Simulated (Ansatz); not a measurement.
# A computed series for ZrRuP: pressure series

The reference is ZrRuP (space group Pnma, No. 62; a = 6.3998 Å, b = 3.8516 Å, c = 7.2814 Å; a cell from a computed database, its experimental status unchecked).

Cell and atoms are relaxed at each pressure.

The values are results of PBEsol/PAW in Ansatz (an electronic-structure program), without spin-orbit coupling, not measurements.

Two rows of this table had their results exchanged by mistake.

```tsv
pressure	volume per atom (Å³)	shortest distance (Å)	band gap
pressure −2 GPa	15.09	2.392	zero
pressure −1 GPa	15.02	2.389	zero
pressure 0.3 GPa	14.94	2.385	zero
pressure 0.7 GPa	14.37	2.359	zero
pressure 1.5 GPa	14.86	2.381	zero
pressure 3 GPa	14.77	2.377	zero
pressure 5 GPa	14.65	2.372	zero
pressure 7.5 GPa	14.50	2.365	zero
pressure 10 GPa	14.91	2.384	zero
```

Problem. Which two?

Solution. The rows for pressure 0.7 GPa and pressure 10 GPa: the volume has to fall steadily with pressure, so 14.91 Å³ belongs to pressure 0.7 GPa and 14.37 Å³ to pressure 10 GPa.

Load acts through the strain it causes; cell and atoms are relaxed under it. No phonon test of stability was made. Competing high-pressure phases were not computed. The final runs are not spin-polarised.
